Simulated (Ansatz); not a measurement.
The parent structure is SnSe₂ in the CdI2 type structure (space group P-3m1, No. 164; layered, stacked along the Cartesian z axis).

Space group P-3m1 (No. 164); a = b = 3.840 Å, c = 6.007 Å, α = β = 90.00°, γ = 120.00°

| atom | site | symmetry | x | y | z |
|---|---|---|---|---|---|
| Sn | 1a | -3m. | 0.0000 | 0.0000 | 0.0000 |
| Se | 2d | 3m. | 0.3333 | 0.6667 | 0.2653 |

Method: PBE-D3(BJ) (Ansatz, a program for electronic structure, PAW, no spin-orbit coupling).

Before the change:

```
Quantity               Value
-------------------  -------
Smallest direct gap  0.82 eV
Band gap             0.36 eV
```

One thing is altered: an isotropic linear strain of +2.00 %; the atoms relax in the strained cell.

Problem. What does the calculation give for the smallest direct gap, largest internal atomic displacement and band gap after the change?

Solution. The smallest direct gap falls by 0.22 eV to 0.60 eV; the largest internal atomic displacement amounts to 0.051 Å; the band gap rises by 0.10 eV to 0.46 eV.

Whether these cells are dynamically stable was not tested.
